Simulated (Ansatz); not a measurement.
Inside the gap of an insulator the Bloch states are evanescent, with a wavenumber k + iκ along the transport direction.

Here is the system:

```
HfO2
1.0
    3.55802     0.00000     0.00000
    0.00000     3.55802     0.00000
    0.00000     0.00000     5.17186
Hf O
2 4
Direct
  0.50000   0.50000   0.50000
  0.00000   0.00000   0.00000
  0.00000   0.50000   0.69721
  0.00000   0.50000   0.19721
  0.50000   0.00000   0.80279
  0.50000   0.00000   0.30279
```

Space group of this cell: P4_2/nmc. The cell is taken as given; by LDA its mean pressure is -4.8 GPa.

Transport runs along the normal of the first two printed cell vectors, the (001) plane of the conventional cell.

The gap is the functional's own. No spin-orbit coupling. Mid-gap values are interpolated on the energy grid.

Question: State the band gap and the smallest decay constant κ at mid-gap according to LDA run with Ansatz (an electronic-structure program).

Answer: Gap 4.56 eV on a 8×8×6 mesh; κ = 0.350 1/Å, at the zone centre.
